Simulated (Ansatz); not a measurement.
## MgO: response to strain

Start from MgO in the rock salt structure (space group Fm-3m, No. 225).

```yaml
crystal:
  lattice:
    - [0.00000, 2.10705, 2.10705]
    - [2.10705, 0.00000, 2.10705]
    - [2.10705, 2.10705, 0.00000]
  atoms:
    - { symbol: Mg, position: [0.00000, 0.00000, 0.00000] }
    - { symbol: O, position: [0.50000, 0.50000, 0.50000] }
```

Cartesian axes are those of the cell as printed.

Strains are applied to the cell and any free atomic positions relax; under biaxial strain the out-of-plane vector relaxes too.

Computed with PBEsol (Ansatz, a quantum-chemistry and plane-wave program, PAW, no spin-orbit coupling).

```tsv
variant	electron mass	out-of-plane strain	band gap
base	0.34 mₑ (at Γ)	–	4.62 eV
biaxial strain −3.00 %, plane normal [001], relaxed out of plane	0.33 mₑ out of plane, 0.37 mₑ in plane (at Γ)	+2.00 %	4.95 eV
biaxial strain −2.50 %, plane normal [001], relaxed out of plane	0.33 mₑ out of plane, 0.37 mₑ in plane (at Γ)	…	…
biaxial strain −2.00 %, plane normal [001], relaxed out of plane	0.33 mₑ out of plane, 0.36 mₑ in plane (at Γ)	+1.30 %	4.84 eV
biaxial strain −1.50 %, plane normal [001], relaxed out of plane	0.33 mₑ out of plane, 0.35 mₑ in plane (at Γ)	+0.96 %	4.78 eV
biaxial strain −0.50 %, plane normal [001], relaxed out of plane	0.34 mₑ (at Γ)	+0.31 %	4.68 eV
biaxial strain +1.00 %, plane normal [001], relaxed out of plane	0.34 mₑ (at Γ)	-0.60 %	4.47 eV
biaxial strain +2.00 %, plane normal [001], relaxed out of plane	0.35 mₑ out of plane, 0.32 mₑ in plane (at Γ)	-1.16 %	4.33 eV
biaxial strain +2.50 %, plane normal [001], relaxed out of plane	0.35 mₑ out of plane, 0.32 mₑ in plane (at Γ)	-1.43 %	4.26 eV
biaxial strain +3.00 %, plane normal [001], relaxed out of plane	0.35 mₑ out of plane, 0.32 mₑ in plane (at Γ)	-1.70 %	4.18 eV
```

Task: Fill in the withheld entries from the trend.

Result: 
- biaxial strain −2.50 %, plane normal [001], relaxed out of plane, out-of-plane strain: +1.64 %
- biaxial strain −2.50 %, plane normal [001], relaxed out of plane, band gap: 4.89 eV

Masses are band curvatures over ±0.01 Å⁻¹ around the edge. No phonon test of stability was made.
